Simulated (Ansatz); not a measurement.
Ansatz (a program for electronic structure) run on Y2Ir (Fd-3m, 6 atoms in the cell): self-consistent single point.

Method: PBEsol, default PAW files made with PBE (plane waves; Ansatz).

The change in words: lattice scaled by 1.015. Reference geometry:
```xyz
6
Lattice="0.0000 4.7587 4.7587 4.7587 0.0000 4.7587 4.7587 4.7587 0.0000" Properties=species:S:1:pos:R:3 pbc="T T T"
Y      1.1897     1.1897     1.1897
Y      1.1897     3.5690     3.5690
Y      3.5690     1.1897     3.5690
Y      3.5690     3.5690     1.1897
Ir     7.1381     7.1381     7.1381
Ir     4.7587     4.7587     4.7587
```

Reference input (self-consistent single point, DFT, PBEsol, plane waves, default PAW files made with PBE): basis.ecutwfc = 420 eV; kpoints.mp_grid.grid = 6 6 6; hamiltonian.xc = pbesol; hamiltonian.pseudopotentials = {kind: paw} (the program's default PAW files); scf.occupations.method = cold; scf.occupations.width = 0.1 eV. This run's input differs from it in these lines:

```diff
@@ -3,5 +3,5 @@
   lattice:
-    - [0.000000, 4.758726, 4.758726]
-    - [4.758726, 0.000000, 4.758726]
-    - [4.758726, 4.758726, 0.000000]
+    - [0.000000, 4.830107, 4.830107]
+    - [4.830107, 0.000000, 4.830107]
+    - [4.830107, 4.830107, 0.000000]
   atoms:
```

Output (repeated stretches shortened):

```
SCF iter   1: F=—  HF=-38767.713926 eV  |F-HF|=—  |Δ(HF+E_count)|=         —  Δρ=3.82e-3  dr2=3.34e-2  ethr=1.77e-3  ⟨swp⟩=6.3  Hψ=2659  notcnv=0
all-band conjugate gradients solve this SCF's bands
preconditioner: auto → Kerker (q_TF=auto, 2.286 Å⁻¹)
SCF iter   2: F=—  HF=-38767.719723 eV  |F-HF|=—  |Δ(HF+E_count)|=   5.80e-3  S|Δr|=    0.00e0  Δρ=2.80e-3  dr2=2.96e-2  ethr=4.28e-5  ⟨swp⟩=2.1  Hψ=1078  notcnv=0
   [... lines left out ...]
SCF iter   6: F=—  HF=-38767.717913 eV  |F-HF|=—  |Δ(HF+E_count)|=   2.21e-4  S|Δr|=    0.00e0  Δρ=4.68e-5  dr2=1.29e-5  ethr=1.16e-7  ⟨swp⟩=1.0  Hψ=740  notcnv=0
SCF iter   7: F=—  HF=-38767.717913 eV  |F-HF|=—  |Δ(HF+E_count)|=   4.61e-7  S|Δr|=    0.00e0  Δρ=2.14e-5  dr2=2.66e-6  ethr=1.65e-8  ⟨swp⟩=1.1  Hψ=741  notcnv=0
SCF iter   8: F=-38767.717913 eV  HF=-38767.717913 eV  |F-HF|=1.62e-9  |Δ(HF+E_count)|=   1.13e-7  S|Δr|=    0.00e0  Δρ=8.80e-7  dr2=3.38e-9  ethr=1.28e-10  ⟨swp⟩=9.8  Hψ=2831  notcnv=0
SCF 1 converged in 8 iterations: F = -38767.717913 eV  dr2 = 3.38e-9
Stability not checked (fill_not_monotonic)
Free energy (F): -38767.717913 eV
Internal energy: -38767.700226 eV  (E = F + TS)
E sigma→0 (E₀):  -38767.712017 eV
Entropy (-TS):   -0.017687 eV (-2.948 meV/atom)
Fermi energy:    7.216723 eV
--- Forces (eV/Å), atoms counted from 1 ---
  atom   1  Y      0.00000000    -0.00000000    -0.00000000
   [... zero for the other atoms too ...]
--- Stress (GPa, compression-positive) ---
      -12.828082       0.000000       0.000000
       -0.000000     -12.828082      -0.000000
       -0.000000       0.000000     -12.828082
  P = ⅓ Tr σ = -12.8281 GPa (-128.281 kbar)
  The stress holds the Pulay correction. Without it, at fixed plane waves, as pw.x and ABINIT print it: P = -12.8345 GPa
```

The run converged in 8 iterations. Against the reference run the free energy rises by 132 meV/atom and the pressure goes from -13.02 to -12.83 GPa.

The starting cell was generated: these elements placed on a structure prototype, without a prior relaxation; it need not be a known phase or ordering of this composition. For this run, on top of that: lattice scaled by 1.015. Spin polarisation is off. Ansatz's pressure includes its estimate of the finite-basis (Pulay) stress.

Keys are those of Ansatz 0.2.
